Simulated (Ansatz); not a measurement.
Defect: interstitial Al in rutile TiO2, charge state +3. These are PBE, PAW (plane waves to 420 eV; Ansatz, a first-principles code) values and carry that method's errors.

72-site cell at the relaxed PBE lattice, one k-point at (0.250, 0.250, 0.250), smearing 0.01 eV, spin-restricted, no finite-size correction. Static, classical nuclei. The charge state is imposed; whether it is stable for some Fermi level was not computed. Sites that were not tried may lie lower.

Barriers: single points on a 2×2×2 k-point mesh shifted by half a step at the bands' geometries.

Relaxed starting cell (atoms counted from 1):

```yaml
crystal:
  lattice:
    - [9.28699, 0.00000, 0.00000]
    - [0.00000, 9.28699, 0.00000]
    - [0.00000, 0.00000, 8.89145]
  atoms:
    - { symbol: Ti, position: [0.99991, 0.02431, 0.99978] }
    - { symbol: Ti, position: [0.00124, 0.02386, 0.33569] }
    - { symbol: Ti, position: [0.99606, 0.00096, 0.66765] }
    - { symbol: Ti, position: [0.99722, 0.47712, 0.99847] }
    - { symbol: Ti, position: [0.99854, 0.47656, 0.33437] }
    - { symbol: Ti, position: [0.00228, 0.49989, 0.66652] }
    - { symbol: Ti, position: [0.50034, 0.00814, 0.99210] }
    - { symbol: Ti, position: [0.50164, 0.00823, 0.34193] }
    - { symbol: Ti, position: [0.49904, 0.97670, 0.66700] }
    - { symbol: Ti, position: [0.49677, 0.49268, 0.99241] }
    - { symbol: Ti, position: [0.49812, 0.49279, 0.34224] }
    - { symbol: Ti, position: [0.49939, 0.52422, 0.66731] }
    - { symbol: Ti, position: [0.26048, 0.24651, 0.16681] }
    - { symbol: Ti, position: [0.25795, 0.24898, 0.50657] }
    - { symbol: Ti, position: [0.25595, 0.24871, 0.82677] }
    - { symbol: Ti, position: [0.28873, 0.75540, 0.16780] }
    - { symbol: Ti, position: [0.23295, 0.75440, 0.49660] }
    - { symbol: Ti, position: [0.23203, 0.75450, 0.83898] }
    - { symbol: Ti, position: [0.73798, 0.25444, 0.16745] }
    - { symbol: Ti, position: [0.74248, 0.25217, 0.50747] }
    - { symbol: Ti, position: [0.74047, 0.25195, 0.82771] }
    - { symbol: Ti, position: [0.70974, 0.74555, 0.16652] }
    - { symbol: Ti, position: [0.76643, 0.74640, 0.49531] }
    - { symbol: Ti, position: [0.76545, 0.74649, 0.83773] }
    - { symbol: O, position: [0.14908, 0.15834, 0.99939] }
    - { symbol: O, position: [0.14944, 0.15848, 0.33498] }
    - { symbol: O, position: [0.15098, 0.15546, 0.66695] }
    - { symbol: O, position: [0.13586, 0.67155, 0.01701] }
    - { symbol: O, position: [0.13644, 0.67142, 0.31690] }
    - { symbol: O, position: [0.14689, 0.65597, 0.66717] }
    - { symbol: O, position: [0.64801, 0.15552, 0.00144] }
    - { symbol: O, position: [0.64805, 0.15565, 0.33263] }
    - { symbol: O, position: [0.65027, 0.15506, 0.66697] }
    - { symbol: O, position: [0.64781, 0.65310, 0.99258] }
    - { symbol: O, position: [0.64753, 0.65379, 0.34154] }
    - { symbol: O, position: [0.65324, 0.65686, 0.66735] }
    - { symbol: O, position: [0.10075, 0.40163, 0.16678] }
    - { symbol: O, position: [0.10239, 0.40631, 0.50119] }
    - { symbol: O, position: [0.10225, 0.40588, 0.83314] }
    - { symbol: O, position: [0.10065, 0.91398, 0.16695] }
    - { symbol: O, position: [0.09657, 0.90703, 0.50018] }
    - { symbol: O, position: [0.09689, 0.90727, 0.83377] }
    - { symbol: O, position: [0.60059, 0.40560, 0.16727] }
    - { symbol: O, position: [0.59710, 0.40505, 0.50226] }
    - { symbol: O, position: [0.59676, 0.40502, 0.83194] }
    - { symbol: O, position: [0.59144, 0.90240, 0.16714] }
    - { symbol: O, position: [0.60242, 0.90586, 0.49799] }
    - { symbol: O, position: [0.60221, 0.90572, 0.83617] }
    - { symbol: O, position: [0.39787, 0.09535, 0.16695] }
    - { symbol: O, position: [0.40165, 0.09592, 0.50227] }
    - { symbol: O, position: [0.40136, 0.09590, 0.83196] }
    - { symbol: O, position: [0.40697, 0.59851, 0.16705] }
    - { symbol: O, position: [0.39620, 0.59520, 0.49808] }
    - { symbol: O, position: [0.39603, 0.59513, 0.83627] }
    - { symbol: O, position: [0.89770, 0.09927, 0.16743] }
    - { symbol: O, position: [0.89620, 0.09505, 0.50107] }
    - { symbol: O, position: [0.89608, 0.09466, 0.83301] }
    - { symbol: O, position: [0.89782, 0.58697, 0.16731] }
    - { symbol: O, position: [0.90157, 0.59369, 0.50048] }
    - { symbol: O, position: [0.90184, 0.59389, 0.83406] }
    - { symbol: O, position: [0.35040, 0.34530, 0.00160] }
    - { symbol: O, position: [0.35043, 0.34541, 0.33280] }
    - { symbol: O, position: [0.34818, 0.34589, 0.66727] }
    - { symbol: O, position: [0.35086, 0.84715, 0.99272] }
    - { symbol: O, position: [0.35070, 0.84780, 0.34168] }
    - { symbol: O, position: [0.34519, 0.84406, 0.66687] }
    - { symbol: O, position: [0.84898, 0.34249, 0.99927] }
    - { symbol: O, position: [0.84938, 0.34260, 0.33486] }
    - { symbol: O, position: [0.84746, 0.34552, 0.66729] }
    - { symbol: O, position: [0.86202, 0.82958, 0.01728] }
    - { symbol: O, position: [0.86254, 0.82936, 0.31722] }
    - { symbol: O, position: [0.85154, 0.84497, 0.66707] }
    - { symbol: Al, position: [0.99924, 0.75048, 0.16714] }
```
Cell charge +3.

End state 1 differs by these moves (Å; atoms that move under 0.15 Å are left out):

```tsv
atom	element	Δx	Δy	Δz
1	Ti	-0.04	-0.38	0.05
2	Ti	-0.07	0.15	-0.02
3	Ti	-0.01	-0.16	-0.04
4	Ti	0.06	0.37	0.05
5	Ti	0.06	-0.14	-0.01
6	Ti	0.01	0.17	-0.04
9	Ti	0.02	0.30	0.05
12	Ti	-0.02	-0.28	0.06
15	Ti	-0.28	0.02	0.06
16	Ti	-0.15	-0.06	-0.03
17	Ti	0.37	-0.04	0.04
18	Ti	0.17	-0.01	-0.05
21	Ti	0.30	-0.02	0.05
22	Ti	0.15	0.05	-0.01
23	Ti	-0.38	0.06	0.06
24	Ti	-0.16	0.01	-0.03
28	O	0.18	-0.16	-0.15
29	O	0.25	-0.21	0.15
40	O	-0.21	-0.25	0.15
41	O	-0.17	-0.18	-0.15
58	O	0.21	0.25	0.15
59	O	0.18	0.19	-0.15
70	O	-0.18	0.16	-0.15
71	O	-0.25	0.21	0.14
73	Al	0.00	0.00	1.48
```

### Question
What forward and backward barriers to end state 1 does PBE, PAW give?

### Answer
forward 0.24 eV, backward 0.24 eV; at the saddle point atom 73 has neighbours 4 O at 1.77 Å. The saddle point's order was not checked, and it lies on a symmetry element of the cell, where a band can be held.
